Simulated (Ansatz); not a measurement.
Start from CdSe in the wurtzite structure (space group P6_3mc, No. 186).

```yaml
crystal:
  lattice:
    - [4.33999, 0.00000, 0.00000]
    - [-2.17000, 3.75854, 0.00000]
    - [0.00000, 0.00000, 7.07803]
  atoms:
    - { symbol: Cd, position: [0.66667, 0.33333, 0.00056] }
    - { symbol: Cd, position: [0.33333, 0.66667, 0.50056] }
    - { symbol: Se, position: [0.66667, 0.33333, 0.62464] }
    - { symbol: Se, position: [0.33333, 0.66667, 0.12464] }
```

Cartesian axes are those of the cell as printed.

The values are results of r2SCAN/PAW in Ansatz (a first-principles code), no spin-orbit coupling, not measurements.

For the base:

| Item | Result |
|---|---|
| Electron mass | 0.093 mₑ along c, 0.10 mₑ across (at Γ) |

Now apply this change: uniaxial strain ε_zz = +5.28 %, all other strain components held at zero; the atoms relax in the strained cell.

Q: What does the calculation give for the energy relative to the base and electron mass after the change?

A: The energy increases by 20 meV/atom; the electron mass changes from 0.093 mₑ along c, 0.10 mₑ across (at Γ) to 0.086 mₑ along z, 0.093 mₑ across (at Γ).

The levels and masses belong to the bands next to the band gap. Effective masses come from finite differences of ±0.01 Å⁻¹. Stability against distortions was not tested.
